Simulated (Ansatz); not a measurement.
How the bulk modulus B0 of Pt₃InN (model structure, started from the Ni3MgC type, Pm-3m, No. 221, 5 atoms in the cell) moves with the method

No measured value is used here.

| level (code) | value (GPa) | cell (Å³/atom) |
|---|---|---|
| LDA (Ansatz) | 227 | 14.51 |
| PBE (Ansatz) | 182 | 15.47 |
| PBEsol (Ansatz) | ? | 14.84 |
| r²SCAN (Ansatz) | 201 | 15.13 |

Question: Fill in the missing entries.

Answer: 
- PBEsol (Ansatz, a program for electronic structure), value (GPa): 211

Density-functional levels without +SOC have no spin–orbit coupling. LDA, PBE, PBEsol, r²SCAN: the bulk modulus is −V dP/dV from two relaxed cells at ±2 % in volume. Each level is taken at its own relaxed cell. Cutoffs differ between the levels. Ansatz's density-functional and Hartree–Fock values are scalar-relativistic unless marked +SOC, with PAW data made under PBE.

A model structure was made by putting elements into a prototype or built by hand; it is no filed structure, need not be a known phase, and can be a saddle point held by its symmetry.
